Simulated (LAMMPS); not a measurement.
MD of HgS (zinc blende) at zero pressure, 4096 atoms, as a liquid; each row is its own run.

All values are model results, not measurements: classical MD, pair style sw, file CdTeZnSeHgS0.sw, run in LAMMPS.

```
T (K)  D(Hg) (cm²/s)
-----  -------------
880          8.71e-6
990          1.66e-5
1100         2.74e-5
1380         5.63e-5
1430         6.18e-5
1540         8.07e-5
1760        0.000125
```

Problem. Fit an Arrhenius law, ln y = a + b / x, to these rows (x is the first column, y the second) and predict the run at x = 1210.

Solution. Least squares gives a = -6.4703 and b = -4521. The slope times kB gives an activation energy of 0.39 eV. At x = 1210 the fit predicts 3.69e-5 cm²/s. The run itself gave (3.6 ± 0.1) × 10^-5 cm²/s, so the fit is 2.5 % high, within the run's error.

Caution: at ambient pressure real HgS sublimes or decomposes before or as it melts, so this liquid is the model's.

Caution: a run this short can hold a crystal over, or a liquid under, the potential's own melting point, which these runs don't give.

Errors of D are the spread over four groups of atoms in one short run; a floor of about 5 %, a picked value, is safer.
